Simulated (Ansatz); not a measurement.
Density of states of SnO2 (P4_2/mnm) above the conduction band minimum, r2SCAN, rigid bands (Ansatz, an electronic-structure program); cell volume 73.1 Å³.

```csv
energy from edge (eV),10⁻³ states/eV/cell
0.006,3.02
0.031,8.55
0.056,11.8
0.081,14.4
0.106,17.1
0.131,19.7
0.156,21.9
0.181,23.7
0.206,25.3
0.231,27.9
0.256,30.0
0.281,31.4
0.319,34.4
0.344,36.5
0.369,38.5
0.394,40.5
0.419,42.6
0.444,44.7
0.469,46.3
0.494,48.5
0.519,51.1
0.544,52.5
0.569,54.3
0.594,56.4
```

**Question.** What effective density of states at 300 K does this give (∫ g(E) exp(−E/k_BT) dE, both spins, divided by the cell's size)?

**Answer.** 2.4e18 cm⁻³, a density-of-states mass of 0.21 mₑ, valleys and band degeneracy included.

Spin-orbit coupling is left out. Geometry: cell and atoms relaxed with PBEsol.
